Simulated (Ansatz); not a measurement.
**How far to go with the plane-wave cutoff: CaGe2Pd2 (I4mm, 5 atoms in the cell)**

```xyz
5
Lattice="-2.1438 2.1438 5.0308 2.1438 -2.1438 5.0308 2.1438 2.1438 -5.0308" Properties=species:S:1:pos:R:3 pbc="T T T"
Ca     0.0000     0.0000     0.0500
Ge     0.0000     0.0000     3.7853
Ge     0.0000     0.0000     6.2763
Pd     0.0000     2.1438     2.5154
Pd     2.1438     0.0000     2.5154
```

Level of theory: PBEsol, default PAW files made with PBE (plane waves; Ansatz, a first-principles code).

Base settings: basis.ecutwfc = 420 eV; kpoints.mp_grid.grid = 6 6 6; hamiltonian.xc = pbesol; hamiltonian.pseudopotentials = {kind: paw} (the program's default PAW files); scf.occupations.method = gaussian; scf.occupations.width = 0.1 eV.

The second cell is the first with its lattice scaled by 0.98.

The mesh stays at the base's, so the ladder's end is converged at best in this setting alone.

The first pressure column holds Ansatz's estimate of the finite-basis (Pulay) stress, which hides part of the cutoff error; the other is without it.

Only quantities that move along the ladder and can be compared are tabulated.

The count of work is k-points × plane waves × bands × iterations; it is no time. 

The starting cell comes from a database of computed structures (which also holds hypothetical and non-ambient phases and stackings), without a prior relaxation at this level. Its lattice was rescaled by up to half a per cent. One atom was moved a little off its site on purpose. Spin polarisation is off.

```csv
basis.ecutwfc,free energy less the last step's (meV/atom),energy of the compressed cell less the first (meV/atom),pressure (GPa),pressure without the Pulay estimate (GPa),largest difference of a force vector from the last step's (eV/Å),count of work / last
145 eV,52487.65,404.79,-14.26,-1415.47,1.916,0.069
170 eV,23197.25,63.56,10.55,-754.34,1.177,0.079
190 eV,11802.09,-36.94,-1.14,-447.36,0.327,0.095
210 eV,5837.24,1.73,-1.83,-256.77,0.219,0.090
230 eV,2786.88,4.08,-1.21,-142.11,0.304,0.11
250 eV,1278.29,18.87,-2.07,-75.26,0.126,0.12
295 eV,186.12,17.47,-0.39,-15.42,0.016,0.16
335 eV,23.00,20.49,-0.54,-3.00,0.015,0.19
380 eV,2.72,19.90,-0.59,-0.75,0.002,0.23
420 eV,1.71,19.81,-0.61,-0.64,0.002,0.27
460 eV,1.10,19.78,-0.61,-0.65,0.001,0.31
505 eV,0.59,19.77,-0.61,-0.63,0.001,0.36
565 eV,0.38,19.76,-0.61,-0.62,0.001,0.42
630 eV,0.27,19.74,-0.62,-0.62,0.000,0.50
735 eV,0.10,19.72,-0.62,-0.62,0.000,0.62
840 eV,0.05,19.72,-0.62,-0.62,0.000,0.76
1010 eV,0.00,19.71,-0.62,-0.62,0.000,1.0
```

Coarsest basis.ecutwfc that holds the pressure without the Pulay estimate within 0.5 GPa of the last step, with all finer ones: 380 eV, at 0.23 of the last step's count of work; the step before is off by 2.4 GPa.

Coarsest basis.ecutwfc that holds the energy of the compressed cell less the first within 2 meV/atom of the last step, with all finer ones: 335 eV, at 0.19 of the last step's count of work; the step before is off by 2.2 meV/atom.

Coarsest basis.ecutwfc that holds the free energy within 2 meV/atom of the last step, with all finer ones: 420 eV, at 0.27 of the last step's count of work; the step before is off by 2.7 meV/atom.

The energy difference between the two cells stays within 1 meV/atom of the last step's from 335 eV on, the total only from 505 eV on: much of the error is common to both cells and cancels.

At the lowest cutoff the pressure without the Pulay estimate lies 1410 GPa under the last step's, the usual sign of Pulay stress in an incomplete plane-wave basis.

Keys are those of Ansatz 0.2.
